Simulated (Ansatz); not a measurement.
## GeSb2Te4 (space group R-3m, No. 166)

```cif
data_GeSb2Te4
_chemical_formula_sum 'Ge1 Sb2 Te4'
_space_group_name_H-M_alt 'P 1'
_space_group_IT_number 1
_cell_length_a 13.61999
_cell_length_b 13.61999
_cell_length_c 13.61999
_cell_angle_alpha 17.943
_cell_angle_beta 17.943
_cell_angle_gamma 17.943
loop_
_space_group_symop_operation_xyz
  'x, y, z'
loop_
_atom_site_label
_atom_site_type_symbol
_atom_site_fract_x
_atom_site_fract_y
_atom_site_fract_z
_atom_site_occupancy
Ge1 Ge 0.00000 0.00000 0.00000 1
Sb1 Sb 0.42437 0.42437 0.42437 1
Sb2 Sb 0.57563 0.57563 0.57563 1
Te1 Te 0.13386 0.13386 0.13386 1
Te2 Te 0.86614 0.86614 0.86614 1
Te3 Te 0.29186 0.29186 0.29186 1
Te4 Te 0.70814 0.70814 0.70814 1
```

Computed with Kohn–Sham DFT with the PBE-D3(BJ) functional, run in Ansatz (a quantum-chemistry and plane-wave program) with PAW and 420 eV plane waves, no SOC. k-mesh 9×9×9 (Γ-centred); smearing 0.05 eV (Fermi–Dirac).

```yaml
volume_per_atom: 29.91 Å³
density: 6.56 g/cm³
band_gap: 0.10 eV, direct at T
total_energy: -6455.372 eV/atom (σ→0; compares only within this code and set-up)
```

Spin-orbit coupling, missing from the scalar runs, can matter with Sb and Te. No phonon test of stability was made. The program warned that a D3 coordination switch lies within reach, so dispersion energies are less smooth here. The zero or small gap of GeSb2Te4 can change with the level of theory.
